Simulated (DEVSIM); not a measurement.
System: abrupt Ge p-n junction, at 300 K.

Layer 1 from the left is Ge, thickness (μm) 6.00, Na (cm⁻³) 7.1e16, τn (s) 1.1e-5, τp (s) 3.6e-5. Layer 2 from the left is Ge, thickness (μm) 2.30, Nd (cm⁻³) 8.6e17, τn (s) 3.6e-5, τp (s) 3.6e-5.

Left contact: ohmic. Right contact: ohmic. Voltage is applied to the left contact. Recombination: SRH at mid-gap, radiative, Auger. Mobility is μmin + (μ − μmin)/(1 + (N/Nref)^α).

This is a model device: material constants are rounded textbook-type values typed into the input, and sizes, dopings and lifetimes were drawn at random. Values at 300 K.

Ge: gap (eV) 0.664, affinity (eV) 4, permittivity 16, Nc (cm⁻³) 1.04e19, Nv (cm⁻³) 6e18, μn (cm²/Vs) 3900, μp (cm²/Vs) 1900, μn,min 150, μp,min 100, Nref,n 2.6e17, Nref,p 4e17, αn 0.56, αp 0.6, B (cm³/s) 6.4e-14, Cn (cm⁶/s) 1e-31, Cp (cm⁶/s) 1e-31.

Model (solved in DEVSIM): 1D drift-diffusion, Boltzmann statistics, complete ionisation; no tunnelling, impact ionisation, image-force lowering or self-heating.

Question: What does the simulation give for the dark forward voltage at 100 A/cm², the dark forward voltage at 1 A/cm²?

Answer: dark forward voltage at 100 A/cm² 0.353 V; dark forward voltage at 1 A/cm² 0.233 V.
